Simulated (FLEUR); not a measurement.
Worked example: self-consistent single point of Br (Cmce, 4 atoms in the cell) in FLEUR.

Computed with PBEsol, all-electron FLAPW (FLEUR), scalar-relativistic valence.

```yaml
crystal:
  lattice:
    - [2.25590, -3.35868, 0.00000]
    - [2.25590, 3.35868, 0.00000]
    - [0.00000, 0.00000, 8.78191]
  atoms:
    - { symbol: Br, position: [0.86100, 0.86100, 0.88900] }
    - { symbol: Br, position: [0.63900, 0.63900, 0.38900] }
    - { symbol: Br, position: [0.36100, 0.36100, 0.61100] }
    - { symbol: Br, position: [0.13900, 0.13900, 0.11100] }
```

Reference input (self-consistent single point, DFT, PBE, all-electron FLAPW (FLEUR), scalar-relativistic valence): Kmax = 3.9 1/bohr; GmaxXC = 15.6 1/bohr; xcFunctional = pbe; jspins = 1; l_soc = F; mode = hist; fermiSmearingEnergy = 0.00073499 Htr; mesh (inpgen div1-3) = 5 5 2; inpgen gamma flag = true; Gmax = 15.6 1/bohr; numbands = 0; maxIterBroyd = 25. This run's input differs from it in these lines:

```diff
@@ -16,2 +16,3 @@
 &comp jspins=1 /
+&exco xctyp='PBEs' /
 &kpt div1=5 div2=5 div3=2 gamma=t /
@@ -28,3 +29,3 @@
       <coreElectrons ctail="T" frcor="F" kcrel="0" coretail_lmax="0"/>
-      <xcFunctional name="pbe" relativisticCorrections="F"/>
+      <xcFunctional name="PBEs" relativisticCorrections="F"/>
       <magnetism jspins="1"/>
```

Output, abridged:

```
 Iteration:     1   Distance:       5.53481826 me/bohr^3
 Iteration:     2   Distance:       5.20709923 me/bohr^3
 Iteration:     3   Distance:       1.16748646 me/bohr^3
 Iteration:     4   Distance:       0.35108846 me/bohr^3
 Iteration:     5   Distance:       0.23056132 me/bohr^3
   [... 5 lines left out ...]
 Iteration:    11   Distance:       0.00029326 me/bohr^3
 Iteration:    12   Distance:       0.00008314 me/bohr^3
 Iteration:    13   Distance:       0.00007501 me/bohr^3
 Iteration:    14   Distance:       0.00000850 me/bohr^3
 Reset of history
 Run finished successfully
 Stop message:
   Structural relaxation: new displacements generated

[file out, last iteration]
             iter=     15
[...]
          total density-effective poten   -1.6743208644E+04
          total charge density-energy d   -3.6206386651E+02
 Updated energy parameters for spin:           1
[...]
 fermi energy and band-weighting factors:

[...]
FERMIE:
          first approx. to ef    (T=0)  :   0.056713 htr   (energy of the highest occ. eigenvalue)
          number of occ. states  (T=0)  :        252
          first approx. to seigv (T=0)  :  -4.110814 htr
          sum of weights of occ. states :  14.000000
          sum of semicore charge        :   0.000000 e
FERHIS:  Fermi-Energy by histogram:
          bandgap                     :   0.061185 htr
   [... lines left out ...]
          charge neutrality (T=0)     :   0.000000    (zero if the highest occ. eigenvalue is "entirely" occupied)
 Direct bandgap for spin            1 :    6.1184874575086715E-002  Htr
   [... lines left out ...]
 ---->    (input%tkb*entropy) TS=              0.0000000000 htr
 ---->    free energy=                    -10419.7216204118 htr
      extrapolation for T->0
 ---->    total electron energy=          -10419.7216204118 htr
 ***** TOTAL FORCES ON ATOMS *****
 TOTAL FORCE FOR ATOM TYPE=  1  X= -1.185   Y=  0.000   Z= -1.842
                       FX_TOT=-0.002844 FY_TOT= 0.000000 FZ_TOT=-0.008631
```

The run converged in 14 iterations. FLEUR gives forces in its relaxation mode, with a further iteration, so its stop message speaks of a relaxation. Against the reference run the largest force goes from 0.588 to 0.467 eV/Å and the gap on the mesh goes from 1.724 to 1.665 eV.

The starting cell has typed, rounded lattice constants, without a prior relaxation at this level. Its lattice was rescaled by a random factor within 2.5 % of one. Values depend on the basis (sphere radii, cutoffs, local orbitals), which need not be converged.

Cost on one core of a shared machine: roughly 70 s.
